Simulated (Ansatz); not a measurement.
A self-consistent single point of Pd (Fm-3m, 1 atom in the cell) with Ansatz (a first-principles code).

Method: PBE (plane waves, PAW; Ansatz).

The change in words: lattice scaled by 0.98. Reference geometry:
```
CELL_PARAMETERS angstrom
      0.00000     1.95084     1.95084
      1.95084     0.00000     1.95084
      1.95084     1.95084     0.00000
ATOMIC_POSITIONS crystal
  Pd 0.00000 0.00000 0.00000
```

Reference input (self-consistent single point, DFT, PBE, plane waves, default PAW files): basis.ecutwfc = 30.9 Ry; kpoints.mp_grid.grid = 14 14 14; hamiltonian.xc = pbe; hamiltonian.pseudopotentials = {kind: paw} (the program's default PAW files); scf.occupations.method = fermi_dirac; scf.occupations.width = 0.0073 Ry. This run's input differs from it in these lines:

```diff
@@ -2,5 +2,5 @@
   lattice:
-    - [0.000000, 1.950835, 1.950835]
-    - [1.950835, 0.000000, 1.950835]
-    - [1.950835, 1.950835, 0.000000]
+    - [0.000000, 1.911818, 1.911818]
+    - [1.911818, 0.000000, 1.911818]
+    - [1.911818, 1.911818, 0.000000]
   atoms:
```

Log, with long lists cut:

```
SCF iter   1: F=—  HF=-6972.800563 eV  |F-HF|=—  |Δ(HF+E_count)|=         —  Δρ=3.80e-3  dr2=1.72e-3  ethr=1.77e-3  ⟨swp⟩=5.0  Hψ=7861  notcnv=0
all-band conjugate gradients solve this SCF's bands
preconditioner: auto → none
SCF iter   2: F=—  HF=-6972.800324 eV  |F-HF|=—  |Δ(HF+E_count)|=   2.39e-4  Δρ=2.04e-3  dr2=3.36e-4  ethr=9.56e-6  ⟨swp⟩=2.6  Hψ=2834  notcnv=0
SCF iter   3: F=—  HF=-6972.800262 eV  |F-HF|=—  |Δ(HF+E_count)|=   6.12e-5  Δρ=7.39e-4  dr2=1.87e-5  ethr=1.86e-6  ⟨swp⟩=2.2  Hψ=1956  notcnv=0
SCF iter   4: F=—  HF=-6972.800301 eV  |F-HF|=—  |Δ(HF+E_count)|=   3.82e-5  Δρ=9.47e-5  dr2=2.50e-7  ethr=1.04e-7  ⟨swp⟩=2.4  Hψ=2046  notcnv=0
iter 5 did not close the SCF: its close was put off for the readings that it lacked (scf_convergence_deferred on its scf_iter line)
SCF iter   5: F=-6972.800301 eV  HF=-6972.800301 eV  |F-HF|=8.03e-10  |Δ(HF+E_count)|=   7.51e-7  Δρ=5.37e-6  dr2=1.06e-9  ethr=1.39e-9  ⟨swp⟩=2.3  Hψ=2314  notcnv=0
SCF iter   6: F=-6972.800301 eV  HF=-6972.800301 eV  |F-HF|=7.28e-12  |Δ(HF+E_count)|=  9.70e-10  Δρ=5.49e-7  dr2=1.01e-11  ethr=5.86e-12  ⟨swp⟩=1.2  Hψ=3787  notcnv=0
SCF 1 converged in 6 iterations: F = -6972.800301 eV  dr2 = 1.01e-11
Free energy (F): -6972.800301 eV
Internal energy: -6972.734408 eV  (E = F + TS)
E sigma→0 (E₀):  -6972.767355 eV
Entropy (-TS):   -0.065893 eV (-65.893 meV/atom)
Fermi energy:    21.317751 eV
--- Forces (eV/Å), atoms counted from 1 ---
  atom   1  Pd     0.00000000     0.00000000    -0.00000000
--- Stress (GPa, compression-positive) ---
       20.456691      -0.000000      -0.000000
        0.000000      20.456691      -0.000000
        0.000000       0.000000      20.456691
  P = ⅓ Tr σ = 20.4567 GPa (204.567 kbar)
  The stress holds the Pulay correction. Without it, at fixed plane waves, as pw.x and ABINIT print it: P = 20.3755 GPa
```

The run converged in 6 iterations. Against the reference run the free energy rises by 70.5 meV/atom and the pressure goes from 6.28 to 20.46 GPa.

The starting cell has typed, rounded lattice constants, without a prior relaxation at this level. Its lattice was rescaled by up to half a per cent. For this run, on top of that: lattice scaled by 0.98. Spin polarisation is off. With a pressure of about 20 GPa the cell is away from its equilibrium volume at this level. Ansatz's pressure includes its estimate of the finite-basis (Pulay) stress.

Keys are those of Ansatz 0.2.
